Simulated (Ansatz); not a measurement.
Relaxation of the outer planes of the (100) surface of zinc-blende CdTe in its 1x1 cell (cut with top plane Cd, bottom plane Cd), relaxed from an ideal cut (the real face may reconstruct), outermost plane spacing 1.66 Å in the ideal cut (one of several cuts of this face), with 1 Cd a cell over the bulk's ratio.

All values below come from PBE (plane waves to 420 eV, PAW; Ansatz, a first-principles code).

Model: 9-atom slab, Cd5Te4, 13.2 Å thick at the start, 6x6x1 mesh, Fermi-Dirac 0.025 eV, dipole correction, all atoms relaxed; held to the start's symmetry, so lower structures may exist; no spin (no spin-polarised run to compare, though such a face may carry moments), no spin-orbit, no U. The slab shows no gap over 0.04 eV on its mesh.

| plane | atoms | bulk spacing to the next (Å) | relaxed spacing (Å) | change (%) | rumpling (Å) |
|---|---|---|---|---|---|
| 1 | Cd | 1.655 | (withheld) | (withheld) | 0.00 |
| 2 | Te | 1.655 | 1.700 | 2.7 | 0.00 |

Question: Complete the blanks.

Answer: 
- 1, relaxed spacing (Å): 1.716
- 1, change (%): 3.7
